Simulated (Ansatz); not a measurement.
The parent structure is TiC in the rock salt structure (space group Fm-3m, No. 225; relaxed with 0.1 eV smearing).

```yaml
crystal:
  lattice:
    - [0.00000, 2.16392, 2.16392]
    - [2.16392, 0.00000, 2.16392]
    - [2.16392, 2.16392, 0.00000]
  atoms:
    - { symbol: Ti, position: [0.00000, 0.00000, 0.00000] }
    - { symbol: C, position: [0.50000, 0.50000, 0.50000] }
```

Cartesian axes are those of the cell as printed.

The values are results of Ansatz (a first-principles code), r2SCAN, PAW, cutoff 500 eV, no SOC, not measurements.

Now apply this change: uniaxial strain ε_zz = −2.00 %, all other strain components held at zero; the atoms relax in the strained cell.

### Question
Predict the stress tensor and what it implies for the stiffness.

### Answer
Stress of the strained cell less that of the base (GPa, compression positive):
```
    2.7     0.0     0.0
    0.0     2.7     0.0
    0.0     0.0    11.8
```

Then −Δσ_ii/ε with ε = -0.0200 gives secant stiffness values (nonlinear terms included at this strain): C33 ≈ 592 GPa, C13 ≈ 134 GPa and C23 ≈ 134 GPa.

As a check, the harmonic strain energy −½ V₀ Δσ:ε is 7.5 meV/atom; the computed energy rise is 7.2 meV/atom.

No phonon test of stability was made. The final runs are not spin-polarised.
